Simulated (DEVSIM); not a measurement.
System: Pt/La2O3/p-Ge capacitor, at 300 K.

```tsv
layer (left to right)	material	thickness (nm)	Na (cm⁻³)
1	La2O3	2.70	-
2	Ge	11000	5.8e15
```

Metal gate on the left, work function 5.6 eV. Fixed charge at the semiconductor interface 0 cm⁻² (in units of +e); no interface traps.

This is a model device: material constants are rounded textbook-type values typed into the input, and sizes, dopings and lifetimes were drawn at random. Values at 300 K.

```csv
parameter,La2O3,Ge
gap (eV),5.8,0.664
affinity (eV),1.8,4
permittivity,27,16
Nc (cm⁻³),-,1.04e19
Nv (cm⁻³),-,6e18
```

DEVSIM, 1D Poisson equation in equilibrium, Boltzmann statistics, complete ionisation; no quantum confinement or tunnelling. Metal contacts follow the ideal Schottky-Mott rule: no Fermi-level pinning, no interface dipoles.

**Question.** Tabulate band edges, carrier densities and field at 1.35 V on the gate.

**Answer.** Energies count from the Fermi level of the right contact; mesh points crowd at the junctions.

```
x (μm)    Ec (eV)  Ev (eV)  n (cm⁻³)  p (cm⁻³)  field (V/cm)
--------  -------  -------  --------  --------  ------------
0.000       2.450   -3.350     < 1e2     < 1e2          9800
0.001047    2.451   -3.349     < 1e2     < 1e2          9800
0.002092    2.452   -3.348     < 1e2     < 1e2          9800
0.003168    0.253   -0.411    5.7e14    7.6e11         17000
0.006357    0.259   -0.405    4.7e14    9.3e11         16000
0.01278     0.269   -0.395    3.2e14    1.4e12         16000
0.02690     0.291   -0.373    1.4e14    3.2e12         15000
0.07914     0.359   -0.305    9.6e12    4.6e13         11000
0.1826      0.444   -0.220    3.6e11    1.2e15          5100
0.4100      0.483   -0.181    8.0e10    5.5e15           220
0.9546      0.485   -0.179    7.5e10    5.8e15           ≈ 0
2.821       0.485   -0.179    7.5e10    5.8e15           ≈ 0
6.360       0.485   -0.179    7.5e10    5.8e15           ≈ 0
8.945       0.485   -0.179    7.5e10    5.8e15           ≈ 0
10.33       0.485   -0.179    7.5e10    5.8e15           ≈ 0
10.72       0.485   -0.179    7.5e10    5.8e15           ≈ 0
10.88       0.485   -0.179    7.5e10    5.8e15           ≈ 0
10.95       0.485   -0.179    7.5e10    5.8e15           ≈ 0
10.98       0.485   -0.179    7.5e10    5.8e15           ≈ 0
11.00       0.485   -0.179    7.5e10    5.8e15           ≈ 0
11.00       0.485   -0.179    7.5e10    5.8e15           ≈ 0
11.00       0.485   -0.179    7.5e10    5.8e15           ≈ 0
```
